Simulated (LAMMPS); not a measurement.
MD of Ag (fcc) with 25 % of Ag sites Au at zero pressure over temperature, 4000 atoms; each row names its start.

All values are model results, not measurements: classical MD, pair style eam, the elements' _u3.eam files (universal-3 set of Foiles, Baskes and Daw) (LAMMPS).

```tsv
T (K), start	state	volume	enthalpy	first peak of g(r), Ag-Au	coordination number of Ag by Au	D(Ag)	D(Au)
300, crystal	crystal; no diffusion seen in 30 ps	17.2650 ± 0.0002 Å³/atom	-3.0612 ± 0.0001 eV/atom	2.88 Å, height 7.3	2.97 (counted to 3.50 Å)	-	-
880, crystal	crystal; no diffusion seen in 30 ps	17.8921 ± 0.0007 Å³/atom	-2.8977 ± 0.0002 eV/atom	2.87 Å, height 4.0	2.99 (counted to 3.58 Å)	-	-
1200, melt	liquid	19.518 ± 0.005 Å³/atom	-2.6741 ± 0.0005 eV/atom	2.79 Å, height 2.9	3.19 (counted to 3.90 Å)	(2.47 ± 0.07) × 10^-5 cm²/s	(2.57 ± 0.09) × 10^-5 cm²/s
1450, melt	liquid	20.194 ± 0.004 Å³/atom	-2.5829 ± 0.0002 eV/atom	2.77 Å, height 2.7	3.15 (counted to 3.94 Å)	(4.38 ± 0.03) × 10^-5 cm²/s	(4.33 ± 0.07) × 10^-5 cm²/s
1760, melt	liquid	21.121 ± 0.004 Å³/atom	-2.4732 ± 0.0002 eV/atom	2.74 Å, height 2.5	3.00 (counted to 3.94 Å)	(7.18 ± 0.07) × 10^-5 cm²/s	(7.1 ± 0.2) × 10^-5 cm²/s
```

Caution (rows 300, crystal; 880, crystal): the random arrangement on this lattice is imposed, and need not be a phase that exists in equilibrium.

Caution (rows 880, crystal; 1200, melt; 1450, melt; 1760, melt): a run this short can hold a crystal over, or a liquid under, the potential's own melting point, which these runs don't give.

States go by the mean squared displacement: a species diffuses where it passes 1.5 Å², still rises and gives D over 1e-6 cm²/s; a crystal has left its structure where atoms lie 0.35 Å off their sites on average or a cubic box changes its shape by 3 %, or the axial ratios of another lie 8 % off the starting cell's, which the potential's own relaxation can also do.

Errors of D are the spread over four groups of atoms in one short run; a floor of about 5 %, a picked value, is safer.

Errors shown are sampling errors alone.
